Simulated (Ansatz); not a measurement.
System: ReRu₃ (model structure, started from the A15 type, Pm-3n, No. 223, 8 atoms in the cell). Method: r²SCAN (plane waves, PAW; Ansatz, a program for electronic structure).

Run with plane-wave cutoff 560 eV, 12×12×12 k mesh, Fermi–Dirac smearing 0.05 eV, no spin polarisation, scalar-relativistic PAW data made under PBE.

Cell (relaxed at this level):

ReRu3 has the cubic space group Pm-3n (No. 223), the A15 (Cr3Si type) structure, Pearson symbol cP8. Conventional cell: a = b = c = 4.840 Å, α = β = γ = 90.00°. Ru on 6c is surrounded by 2 Ru at 2.420 Å and 8 Ru at 2.964 Å and 4 Re at 2.706 Å. Re on 2a has 12 Ru at 2.706 Å. (Neighbours: up to the widest gap in distance over summed covalent radii, below 1.35, at either atom.)

Problem. Estimate the bulk modulus B0 that the calculation returns.

Solution. 
- bulk modulus B0 = 331 GPa

Note: the run has no spin polarisation, so it can have missed a magnetic state; the bulk modulus is −V dP/dV from two relaxed cells at ±2 % in volume; the relaxation could raise the start's symmetry but not lower it, so the cell can be a saddle point.

Spin–orbit coupling is not included.

Computed values are for the static lattice.

Cost on a shared machine: very roughly 11 core-minutes.

A model structure was made by putting elements into a prototype or built by hand; it is no filed structure, need not be a known phase, and can be a saddle point held by its symmetry.
